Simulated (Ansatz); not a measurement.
Hf3N4 (space group R-3m, No. 166; a cell from a computed database, its experimental status unchecked)

```yaml
crystal:
  lattice:
    - [1.69228, 0.97704, 8.31538]
    - [-1.69228, 0.97704, 8.31538]
    - [0.00000, -1.95407, 8.31538]
  atoms:
    - { symbol: Hf, position: [0.22228, 0.22228, 0.22228] }
    - { symbol: Hf, position: [0.77772, 0.77772, 0.77772] }
    - { symbol: Hf, position: [0.00000, 0.00000, 0.00000] }
    - { symbol: N, position: [0.62167, 0.62167, 0.62167] }
    - { symbol: N, position: [0.37833, 0.37833, 0.37833] }
    - { symbol: N, position: [0.86762, 0.86762, 0.86762] }
    - { symbol: N, position: [0.13238, 0.13238, 0.13238] }
```

Method: Ansatz (a quantum-chemistry and plane-wave program) PBEsol, without spin-orbit coupling. Γ-centred 11×11×11 mesh, Fermi–Dirac width 0.05 eV.

Volume per atom: 11.78 Å³
Density: 11.91 g/cm³
Band gap: 0.98 eV, indirect, Γ → F
Hole mass: 0.28 mₑ along c, 0.38 mₑ across
Total energy: -6902.807 eV/atom (σ→0; compares only within this code and set-up)

Spin-orbit coupling, missing from the scalar runs, can matter with Hf. Masses are band curvatures over ±0.01 Å⁻¹ around the edge. Whether these cells are dynamically stable was not tested.
